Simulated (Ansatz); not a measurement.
Base system: NbAgO3 in the cubic perovskite structure (space group Pm-3m, No. 221; a = 3.9499 Å; a cell from a computed database, its experimental status unchecked). Axes: x, y, z lie along the cube axes.

Now apply this change: uniaxial strain ε_xx = +0.81 %, all other strain components held at zero; the atoms relax in the strained cell.

Levels (all Ansatz, a first-principles code, PAW): PBEsol (420 eV, spin-orbit coupling left out); PBEsol+SOC (420 eV, spin-orbit coupling included).

The geometry is relaxed with PBEsol.

| Property | Result |
|---|---|
| PBEsol lowest conduction level above the VBM at special points | Z 1.38 eV; X 1.38 eV; Γ 1.56 eV; A 3.33 eV |
| PBEsol smallest direct gap | 1.53 eV |
| PBEsol gap character | indirect, R → Z |

With PBEsol+SOC at the same geometry, the lowest conduction level above the VBM at special points changes from Z 1.38 eV; X 1.38 eV; Γ 1.56 eV; A 3.33 eV to Z 1.37 eV; X 1.37 eV; Γ 1.50 eV; A 3.32 eV; the smallest direct gap falls by 0.09 eV to 1.44 eV; the gap character remains indirect, R → Z.

Single points use the geometry relaxed with PBEsol. The spin-orbit shifts are approximate. Whether these cells are dynamically stable was not tested. Many cubic perovskites are stable only at high temperature; tilts and polar distortions were not tested. k-point labels follow each cell's own Brillouin zone.
